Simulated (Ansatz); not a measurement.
CuI: response to strain

Start from CuI in the zinc blende structure (space group F-43m, No. 216).

```
CuI
1.0
    0.00000     2.93094     2.93094
    2.93094     0.00000     2.93094
    2.93094     2.93094     0.00000
Cu I
1 1
Direct
  0.00000   0.00000   0.00000
  0.25000   0.25000   0.25000
```

Cartesian axes are those of the cell as printed.

Strains are applied to the cell and any free atomic positions relax; under biaxial strain the out-of-plane vector relaxes too.

Method: Ansatz (a first-principles code) LDA, no SOC.

Candidates:
(a) biaxial strain +1.67 %, plane normal [111], relaxed out of plane
(b) biaxial strain +2.08 %, plane normal [111], relaxed out of plane
(c) biaxial strain −0.42 %, plane normal [111], relaxed out of plane
(d) biaxial strain +0.42 %, plane normal [111], relaxed out of plane

Before the change:

| Item | Result |
|---|---|
| Band gap | 1.22 eV |

Order them by band gap, highest first.

(c) biaxial strain −0.42 %, plane normal [111], relaxed out of plane (1.23 eV), (d) biaxial strain +0.42 %, plane normal [111], relaxed out of plane (1.20 eV), (a) biaxial strain +1.67 %, plane normal [111], relaxed out of plane (1.12 eV), (b) biaxial strain +2.08 %, plane normal [111], relaxed out of plane (1.10 eV)

With I present, leaving out spin-orbit coupling can change the band edges. No phonon test of stability was made. All final runs are without spin polarisation.
